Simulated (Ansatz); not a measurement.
# IrO2 under a change: O → Cl

The parent structure is IrO₂ in the rutile structure (space group P4_2/mnm, No. 136; a = 4.472 Å, c = 3.154 Å).

Modification: full substitution O → Cl, then cell and atoms are relaxed.

Computed with Ansatz (a first-principles code), PBEsol, PAW, cutoff 420 eV, spin-orbit coupling left out. k-mesh 9×9×13 (Γ-centred); smearing 0.05 eV (Fermi–Dirac), for the changed cell.

The volume per atom rises by 8.50 Å³ (10.51 Å³ → 19.01 Å³) and the density shrinks by 4.15 g/cm³ to 7.66 g/cm³. The c/a ratio drops by 0.029 (0.705 → 0.676) and the space group stays P4_2/mnm (No. 136). The shortest interatomic distance rises by 0.426 Å (1.953 Å → 2.379 Å) and the band gap remains zero.

Stability against distortions was not tested. For IrCl2 in this form, whether it has been made was not checked. No Hubbard U is applied, and correlation can decide whether such a compound is a metal. The final runs are not spin-polarised. IrCl2 has a high density of states at the Fermi level and may be magnetic at this level.
